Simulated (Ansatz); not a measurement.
The reference is WSi2 (space group I4/mmm, No. 139; a = 3.202 Å, c = 7.818 Å; relaxed with 0.1 eV smearing). Axes: x, y, z lie along a, b, c of the conventional cell.

Level of theory: plane-wave PAW DFT at the PBEsol level (Ansatz, a quantum-chemistry and plane-wave program, 420 eV), without spin-orbit coupling.

Before the change:

| Quantity | Result |
|---|---|
| Pressure | 0.0 GPa |

One thing is altered: uniaxial strain ε_xx = −2.00 %, all other strain components held at zero, atoms relaxed at fixed cell.

### Question
What happens to the pressure and energy relative to the base?

### Answer
The pressure (mean of the normal stresses, compression positive) goes from zero to 4.7 GPa; the energy rises by 7.6 meV/atom.

Stability against distortions was not tested. All final runs are without spin polarisation.
